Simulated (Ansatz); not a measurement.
The starting structures come from a database of crystals and need not be the phases stable at ambient conditions.

 Where the default PAW files enter, the runs use the earlier of Ansatz's two default sets.

The decay constant κ of evanescent states in the gap governs leakage through a thin film.

Consider the following.

```yaml
crystal:
  lattice:
    - [5.73054, 0.00000, 0.00000]
    - [0.00000, 5.86024, 0.00000]
    - [0.00008, 0.00000, 8.13826]
  atoms:
    - { symbol: Sr, position: [0.49040, 0.95553, 0.24842] }
    - { symbol: Sr, position: [0.50960, 0.04447, 0.75158] }
    - { symbol: Sr, position: [0.00960, 0.45553, 0.25158] }
    - { symbol: Sr, position: [0.99040, 0.54447, 0.74842] }
    - { symbol: Cd, position: [0.00000, 0.00000, 0.50000] }
    - { symbol: Cd, position: [0.50000, 0.50000, 0.00000] }
    - { symbol: W, position: [0.50000, 0.50000, 0.50000] }
    - { symbol: W, position: [0.00000, 0.00000, 0.00000] }
    - { symbol: O, position: [0.31730, 0.23155, 0.45226] }
    - { symbol: O, position: [0.68270, 0.76845, 0.54774] }
    - { symbol: O, position: [0.18270, 0.73155, 0.04774] }
    - { symbol: O, position: [0.81730, 0.26845, 0.95226] }
    - { symbol: O, position: [0.22919, 0.68669, 0.46085] }
    - { symbol: O, position: [0.77081, 0.31331, 0.53915] }
    - { symbol: O, position: [0.27081, 0.18669, 0.03915] }
    - { symbol: O, position: [0.72919, 0.81331, 0.96085] }
    - { symbol: O, position: [0.91733, 0.02756, 0.22822] }
    - { symbol: O, position: [0.08267, 0.97244, 0.77178] }
    - { symbol: O, position: [0.58267, 0.52756, 0.27178] }
    - { symbol: O, position: [0.41733, 0.47244, 0.72822] }
```

Space group of this cell: P2_1/c. The cell is taken as given; by PBEsol its mean pressure is -1.6 GPa.

Transport runs along the normal of the first two printed cell vectors.

The gap is the functional's own, uncorrected, and κ follows it; spin-orbit coupling is left out. Mid-gap values are interpolated between the computed energies.

Task: Estimate the band gap and the smallest decay constant κ at mid-gap that PBEsol (Ansatz, a program for electronic structure) returns for this system.

Result: Gap 3.19 eV on a 6×6×4 mesh; κ = 0.327 1/Å, at (0.500, 0.000) of the in-plane reciprocal vectors. At the zone centre, at the nearest computed energy, the slowest state has κ = 0.40 1/Å.
